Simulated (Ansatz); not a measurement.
Base system: CdS in the wurtzite structure (space group P6_3mc, No. 186).

```yaml
crystal:
  lattice:
    - [4.12436, 0.00000, 0.00000]
    - [-2.06218, 3.57180, 0.00000]
    - [0.00000, 0.00000, 6.70817]
  atoms:
    - { symbol: Cd, position: [0.33333, 0.66667, 0.00017] }
    - { symbol: Cd, position: [0.66667, 0.33333, 0.50017] }
    - { symbol: S, position: [0.33333, 0.66667, 0.37683] }
    - { symbol: S, position: [0.66667, 0.33333, 0.87683] }
```

Cartesian axes are those of the cell as printed.

All numbers come from Ansatz (a program for electronic structure), PBEsol, PAW, cutoff 420 eV, spin-orbit coupling left out.

Strains are applied to the cell and any free atomic positions relax.

One change was made to it. Results:

```csv
quantity,base,after
"valence-band top at Γ (three highest levels, from the VBM)","0.00, 0.00, -0.05 eV","0.00, -0.02, -0.02 eV"
band gap,1.09 eV,1.17 eV
"pressure (mean of the normal stresses, compression positive)",0.0 kbar,15.5 kbar
```

Question: Name the change that was made.
A. uniaxial strain ε_zz = −2.40 %
B. uniaxial strain ε_zz = −3.00 %
C. uniaxial strain ε_zz = −1.20 %

Answer: A, uniaxial strain ε_zz = −2.40 %. For comparison, the valence-band top at Γ in the other runs: uniaxial strain ε_zz = −3.00 % gives 0.00, -0.03, -0.03 eV; uniaxial strain ε_zz = −1.20 % gives 0.00, 0.00, -0.01 eV.

Stability against distortions was not tested.
